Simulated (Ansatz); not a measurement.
By PBEsol, the system below comes out a metal.

Without scattering a metal conducts by its projected Fermi surface.

Consider the following.

```yaml
crystal:
  lattice:
    - [2.74613, 0.00000, 0.00000]
    - [-1.37307, 2.37822, 0.00000]
    - [0.00000, 0.00000, 4.32631]
  atoms:
    - { symbol: Os, position: [0.33333, 0.66667, 0.25000] }
    - { symbol: Os, position: [0.66667, 0.33333, 0.75000] }
```

The cell is taken as given; by PBEsol it stands under a pressure of -6.9 GPa.

The current flows along the normal of the first two printed cell vectors, the (001) plane of the conventional cell. No spin-orbit coupling; the value is a mean over 0.1 eV about the Fermi level.

Q: Predict the ballistic conductance per area from PBEsol in Ansatz (a quantum-chemistry and plane-wave program).

A: 1.5 × 10¹⁵ S/m² for both spins.
